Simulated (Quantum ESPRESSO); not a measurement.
Band structure of TiCo (Pm-3m, 2 atoms in the cell).

```xyz
2
Lattice="2.9861 0.0000 0.0000 0.0000 2.9861 0.0000 0.0000 0.0000 2.9861" Properties=species:S:1:pos:R:3 pbc="T T T"
Ti     0.0000     0.0000     0.0000
Co     1.4931     1.4931     1.4931
```
Moments meant for the start (each program seeds them in its own way; μB, in the order of the atoms Ti Co): 1.0 3.0.

Method of the run: PBEsol, GBRV 1.5 ultrasoft (PBESOL) pseudopotentials (plane waves; Quantum ESPRESSO 7.5).

Settings: ecutwfc = 50 Ry; ecutrho = 400 Ry; occupations = smearing; smearing = cold; degauss = 0.019992 Ry; nspin = 2; potentials = {Ti: ti_pbesol_v1.4.uspp.F.UPF, Co: co_pbesol_v1.2.uspp.F.UPF}; K_POINTS = automatic 11 11 11 0 0 0; nbnd = 21; conv_thr = 1e-09 Ry; mixing_beta = 0.4.

The starting cell comes from a database of computed structures (which also holds hypothetical and non-ambient phases and stackings), without a prior relaxation at this level. With one magnetic atom in the cell only a parallel order is possible.

Levels in eV from the Fermi level, bands 12 to 19 of the first spin channel:
```csv
point,12,13,14,15,16,17,18,19
Γ,-1.89,-1.89,-1.89,0.55,0.55,2.71,2.71,2.71
X,-2.00,-2.00,-1.53,-0.73,-0.47,0.67,0.67,2.26
M,-2.75,-1.30,-0.65,0.57,0.57,1.10,2.48,2.48
R,-2.12,-2.12,-2.12,-1.27,-1.27,3.21,3.21,6.80
```

Bands cross the Fermi level along this path, so the cell is metallic at this level.

The net moment of the cell came out as 0.72 μB.
